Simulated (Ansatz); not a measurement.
Rock-salt NaH, relaxed in Ansatz (plane waves) with several semilocal functionals. Each gives its own volume and its own elastic constant C11:

```json
[
 {"level": "LDA", "V0 (Å³/atom)": "12.894", "elastic constant C11 (GPa)": "55.24", "ln V0": "2.5568", "ln C11": "4.0117"},
 {"level": "r²SCAN", "V0 (Å³/atom)": "13.776", "elastic constant C11 (GPa)": "49.04", "ln V0": "2.6229", "ln C11": "3.8926"},
 {"level": "PBE", "V0 (Å³/atom)": "14.102", "elastic constant C11 (GPa)": "43.89", "ln V0": "2.6463", "ln C11": "3.7817"}
]
```

Fit a straight line to ln C11 against ln V0. What does it predict for PBEsol, whose volume is 13.753 Å³/atom?

With x = ln V0 and y = ln C11: means 2.60867 and 3.89533; Σ(Δx Δy) = -0.01035, Σ(Δx²) = 0.004309, so the slope is -2.40. At x = 2.6213 the line gives y = 3.89533 + (-2.40) × (2.6213 − 2.60867) = 3.8650, or 47.70 GPa. The run with PBEsol gives 47.34 GPa, -0.8 % from the line. The rows used scatter about it by up to 3.2 %, while the largest value lies 26 % above the smallest.

Ansatz's density-functional and Hartree–Fock values are scalar-relativistic unless marked +SOC, with PAW data made under PBE.

Ansatz is an electronic-structure program.
